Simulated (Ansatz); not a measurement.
Native point defects in rock-salt CaO, O-rich limit (Δμ(Ca) = -5.89 eV, Δμ(O) = 0.00 eV), Fermi level 1.80 eV above the valence-band maximum.

Method: PBE, PAW (plane waves to 420 eV; Ansatz, a program for electronic structure). Set-up: 64-site cell; 2×2×2 shifted k-points; host gap 3.66 eV; charged states image-corrected; corrections pass 1 eV, so highly charged states may be off by several tenths; flagged in the runs: for some of the defects a doubtful potential alignment.

```json
[
 {"defect": "O interstitial", "charge": "0", "E_f at the VBM (eV)": "1.34"},
 {"defect": "O interstitial", "charge": "−1", "E_f at the VBM (eV)": "3.77"},
 {"defect": "O interstitial", "charge": "−2", "E_f at the VBM (eV)": "5.57"},
 {"defect": "Ca interstitial", "charge": "+2", "E_f at the VBM (eV)": "5.96"},
 {"defect": "O vacancy", "charge": "+2", "E_f at the VBM (eV)": "2.47"},
 {"defect": "O vacancy", "charge": "+1", "E_f at the VBM (eV)": "3.86"},
 {"defect": "O vacancy", "charge": "0", "E_f at the VBM (eV)": "6.68"}
]
```

Question: Which of these defects is cheapest at this Fermi level, each in its lowest charge state (E_f = E_f(VBM) + q E_F)?

Answer: O interstitial: q = 0, 1.34 + (0)(1.8) = 1.34 eV; O vacancy: q = +1, 3.86 + (+1)(1.8) = 5.66 eV; Ca interstitial: q = +2, 5.96 + (+2)(1.8) = 9.56 eV. Not listed: Ca vacancy, O interstitial started as a split pair with O. The cheapest of those listed is O interstitial.
